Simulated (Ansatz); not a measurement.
# MgTe under a change: pressure 2.1 GPa

The reference is MgTe in the wurtzite structure (space group P6_3mc, No. 186; a = 4.5614 Å, c = 7.4119 Å).

The change: a hydrostatic pressure of 2.1 GPa.

The values are results of PBEsol (Ansatz, a program for electronic structure, PAW, no SOC), not measurements. Γ-centred 8×8×5 mesh, Fermi–Dirac width 0.05 eV.

The volume per atom shrinks by 1.70 Å³ to 31.69 Å³ and the c/a ratio is nearly the same (1.625 against 1.624). The band gap rises by 0.23 eV (2.39 eV → 2.62 eV) and the gap character stays direct at Γ. The mean gap deformation potential ΔEg/Δln V comes out as -4.5 eV and the width of the top valence band goes up by 0.12 eV, from 1.40 eV to 1.52 eV. The electron mass becomes 0.16 mₑ along c, 0.18 mₑ across (at Γ) (base: 0.15 mₑ along c, 0.17 mₑ across (at Γ)) and the valence-band top at Γ (three highest levels, from the VBM) is still 0.00, -0.02, -0.02 eV.

Final structure:

```xyz
4
Lattice="4.4830 0.0000 0.0000 -2.2415 3.8824 0.0000 0.0000 0.0000 7.2822" Properties=species:S:1:pos:R:3 pbc="T T T"
Mg     0.0000     2.5882     7.2788
Mg     2.2415     1.2941     3.6378
Te     0.0000     2.5882     2.7414
Te     2.2415     1.2941     6.3825
```

Spin-orbit coupling, missing from the scalar runs, can matter with Te. Load acts through the strain it causes; cell and atoms are relaxed under it. Masses are band curvatures over ±0.01 Å⁻¹ around the edge. No phonon test of stability was made. Tetrahedral semiconductors of this kind turn to denser phases somewhere between about 1 and 50 GPa; those were not computed, so compressed cells here can lie past the real transition.
